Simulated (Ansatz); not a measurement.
## InP: uniaxial strain ε_zz = −2.50 %

The reference is InP in the zinc blende structure (space group F-43m, No. 216; a = 5.878 Å). Axes: x, y, z lie along the cube axes.

It is then changed as follows: uniaxial strain ε_zz = −2.50 %, all other strain components held at zero, atoms relaxed at fixed cell.

The values are results of PBEsol/PAW in Ansatz (a first-principles code), without spin-orbit coupling, not measurements. Settings: 10×10×10 k-points, 0.05 eV Fermi–Dirac smearing.

```tsv
quantity	base	changed	shift
volume per atom	25.39 Å³	24.76 Å³	-0.63 Å³
space group	F-43m (No. 216)	I-4m2 (No. 119)	–
energy relative to the base (free energy F)	0 meV/atom	+4.8 meV/atom	+4.8 meV/atom
pressure (mean of the normal stresses, compression positive)	0.00 GPa	1.77 GPa	+1.775 GPa
band gap	0.57 eV	0.62 eV	+0.055 eV
gap character	direct at Γ	direct at Γ	–
electron mass	0.046 mₑ (at Γ)	0.051 mₑ along z, 0.057 mₑ across (at Γ)	–
hole mass	–	0.051 mₑ along z, 0.40 mₑ across (at Γ)	–
valence-band top at Γ (three highest levels, from the VBM)	0.00, 0.00, 0.00 eV	0.00, -0.12, -0.12 eV	–
stress (xx, yy, zz, yz, xz, xy; compression positive)	–	(1.45, 1.45, 2.43, 0.00, 0.00, 0.00) GPa	–
```

Final structure:

```
CELL_PARAMETERS angstrom
      0.00000     2.93922     2.86574
      2.93922     0.00000     2.86574
      2.93922     2.93922     0.00000
ATOMIC_POSITIONS crystal
  In 0.00000 0.00000 0.00000
  P  0.25000 0.25000 0.25000
```

Masses are band curvatures over ±0.01 Å⁻¹ around the edge. Stability against distortions was not tested. k-point labels follow each cell's own Brillouin zone.
